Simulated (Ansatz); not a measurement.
**PrIn3 (Pm-3m, No. 221)**

These are LDA (Ansatz, a quantum-chemistry and plane-wave program, PAW) values and carry that method's errors.

Settings: plane-wave cutoff 500 eV, 12×12×12 k mesh, Fermi–Dirac smearing 0.1 eV, spin-polarised start, scalar-relativistic PAW data made under PBE.

Cell (relaxed at this level):

```cif
data_In3Pr
_chemical_formula_sum 'Pr1 In3'
_space_group_name_H-M_alt 'P 1'
_space_group_IT_number 1
_cell_length_a 4.57153
_cell_length_b 4.57153
_cell_length_c 4.57153
_cell_angle_alpha 90.000
_cell_angle_beta 90.000
_cell_angle_gamma 90.000
loop_
_space_group_symop_operation_xyz
  'x, y, z'
loop_
_atom_site_label
_atom_site_type_symbol
_atom_site_fract_x
_atom_site_fract_y
_atom_site_fract_z
_atom_site_occupancy
Pr1 Pr 0.00000 0.00000 0.00000 1
In1 In 0.50000 0.00000 0.50000 1
In2 In 0.00000 0.50000 0.50000 1
In3 In 0.50000 0.50000 0.00000 1
```

| Property | Value |
|---|---|
| band gap | zero (no gap) |

Note: the magnetic order was assumed, not searched for or taken from measurement; the 4f shell is treated without U or exact exchange, so its levels and filling can be wrong; the volume lies 6 % below that of the published cell.

Spin–orbit coupling is not included.

Static lattice: no zero-point or thermal effects.

Cost on a shared machine: about 4 core-minutes (a rough figure).
